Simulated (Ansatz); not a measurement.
We consider GeSi3 (model structure, P-4m2, No. 115, 4 atoms in the cell), described by PBE0 in Ansatz (plane waves, PAW).

Numerical settings: plane-wave cutoff 460 eV, 6×6×6 k mesh, Fermi–Dirac smearing 0.01 eV, scalar-relativistic PAW data made under PBE.

Cell (relaxed with PBEsol):

```cif
data_GeSi3
_chemical_formula_sum 'Si3 Ge1'
_space_group_name_H-M_alt 'P 1'
_space_group_IT_number 1
_cell_length_a 3.87951
_cell_length_b 3.87951
_cell_length_c 5.48388
_cell_angle_alpha 90.000
_cell_angle_beta 90.000
_cell_angle_gamma 90.000
loop_
_space_group_symop_operation_xyz
  'x, y, z'
loop_
_atom_site_label
_atom_site_type_symbol
_atom_site_fract_x
_atom_site_fract_y
_atom_site_fract_z
_atom_site_occupancy
Si1 Si 0.50000 0.00000 0.75516 1
Si2 Si 0.00000 0.00000 0.00000 1
Si3 Si 0.00000 0.50000 0.24484 1
Ge1 Ge 0.50000 0.50000 0.50000 1
```

Problem. Estimate the band gap and smallest direct gap on the k points sampled that the calculation returns.

Solution. 
* **band gap**: 1.54 eV (on the SCF k mesh) (indirect)
* **smallest direct gap on the k points sampled**: 1.84 eV

Note: the relaxation could raise the start's symmetry but not lower it, so the cell can be a saddle point; cell and atoms aren't relaxed at this level (pressure 0.2 GPa).

Spin–orbit coupling is not included.

Static lattice: no zero-point or thermal effects.

Computing time: about 100 core-seconds (a rough figure).

A model structure was made by putting elements into a prototype or built by hand; it is no filed structure, need not be a known phase, and can be a saddle point held by its symmetry.

Ansatz is a program for electronic structure.
